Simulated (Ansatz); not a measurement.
Abridged Ansatz (a first-principles code) output:

```
Pseudopotential: Mg, paw, valence charge 10
Pseudopotential: Nb, paw, valence charge 13
Pseudopotential: O, paw, valence charge 6
Crystal: 5 atoms, lattice volume = 62.102 Å³
Basis set: ecut = 420 eV, 1213 PW (Γ), exchange–correlation on 54×54×54 points (8 copies of the dense FFT grid, shifted against one another)
Bands: 26, of which v1, the nominal top of the filled ones, is band 21 counted from 1 (20 counted from 0)
Symmetry: 48 space group operations
k-points: 84 of 1728
Functional: x = pbesol(κ = 0.804, μ = 0.12345679012345678), c = pbesol(β = 0.046)
SCF iter   1: F=—  HF=-8093.556706 eV  |F-HF|=—  |Δ(HF+E_count)|=         —  Δρ=1.75e-2  dr2=1.92e-1  ethr=1.77e-3  ⟨swp⟩=5.9  Hψ=9615  notcnv=0
SCF iter   2: F=—  HF=-8093.516030 eV  |F-HF|=—  |Δ(HF+E_count)|=   4.07e-2  Δρ=3.49e-3  dr2=5.72e-3  ethr=4.68e-4  ⟨swp⟩=2.1  Hψ=3848  notcnv=0  defer=41
SCF 1 converged in 9 iterations: F = -8093.515663 eV  dr2 = 2.28e-10
SCF converged after 9 iterations
Free energy (F): -8093.515663 eV
Internal energy: -8093.499459 eV  (E = F + TS)
E sigma→0 (E₀):  -8093.507561 eV
Entropy (-TS):   -0.016204 eV (-3.241 meV/atom)
Fermi energy:    11.323846 eV
--- Forces (eV/Å), atoms counted from 1 ---
  atom   1  Mg     0.00000000    -0.00000000    -0.00000000
  atom   2  Nb     0.00000000    -0.00000000     0.00000000
  atom   3  O      0.00000000     0.00000000     0.00000000
  atom   4  O      0.00000000     0.00000000    -0.00000000
  atom   5  O     -0.00000000    -0.00000000     0.00000000
--- Stress (GPa, compression-positive) ---
        0.001030       0.000000       0.000000
        0.000000       0.001030       0.000000
        0.000000       0.000000       0.001030
  P = ⅓ Tr σ = 0.0010 GPa (0.010 kbar)
```

### Question
What was computed, and what are the main results?

### Answer
MgNbO3, 5 atoms in the cell, with DFT with PBEsol, PAW potentials and a 420 eV plane-wave cutoff in Ansatz, no spin-orbit coupling. The last SCF converged to F = -8093.515663 eV, or -1618.7031 eV per atom, at a pressure of 0.00 GPa. The total energy compares only with runs of the same code, potentials and settings.

No phonon test of stability was made. No Hubbard U is applied, and correlation can decide whether such a compound is a metal. All final runs are without spin polarisation. An odd electron count without spin: MgNbO3. The cell was made from NaNbO3 by this change: Na → Mg; the result is a hypothetical phase, not in the database extracts checked. Many cubic perovskites are stable only at high temperature; tilts and polar distortions were not tested.
